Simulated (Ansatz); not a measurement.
Take GaN (space group P4_2/mnm, No. 136; a = 5.4704 Å, c = 3.1829 Å; a hypothetical phase, not in the database extracts checked) as the base.

Modification: a hydrostatic pressure of 1.5 GPa.

Levels (all Ansatz, a quantum-chemistry and plane-wave program, PAW): PBEsol (420 eV, scalar-relativistic without spin-orbit coupling); PBEsol+SOC (420 eV, noncollinear with spin-orbit coupling).

The geometry is relaxed with PBEsol.

| Property | Result |
|---|---|
| PBEsol electron mass | 0.18 mₑ (at Γ) |
| PBEsol band gap | 1.92 eV |

Q: What does PBEsol+SOC give at this geometry for the valence-band top at Γ, electron mass and band gap?

A: The valence-band top at Γ (three highest Kramers pairs, from the VBM) is 0.00, -0.01, -0.13 eV; the electron mass is still 0.18 mₑ (at Γ); the band gap remains 1.92 eV.

Single points use the geometry relaxed with PBEsol. Differences between runs with and without spin-orbit coupling are approximate. Load acts through the strain it causes; cell and atoms are relaxed under it. Effective masses come from finite differences of ±0.01 Å⁻¹. Stability against distortions was not tested.
